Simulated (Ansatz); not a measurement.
## GeS: S → Se

The reference is GeS in the GeS type structure (space group Pnma, No. 62; a = 10.098 Å, b = 3.644 Å, c = 4.020 Å; layered, stacked along the Cartesian x axis).

One thing is altered: Se takes the place of S on all its sites; the structure is relaxed again.

Calculations: PBEsol-D3(BJ) (Ansatz, a quantum-chemistry and plane-wave program), scalar-relativistic without spin-orbit coupling, earlier PAW set. k-mesh 3×9×8 (Γ-centred); smearing 0.05 eV (Fermi–Dirac), for the changed cell.

- Density: 5.65 g/cm³ (base 4.70 g/cm³)
- Space group: Pnma (No. 62) (base Pnma (No. 62))
- Shortest interatomic distance: 2.558 Å (base 2.436 Å)
- Band gap: 0.50 eV (an upper bound: an edge found on the path is not a true extremum; the base alone) (base 0.56 eV)

No phonon test of stability was made. The D3 term's C6 switches between coordination references near this geometry, which can add small steps to energies.
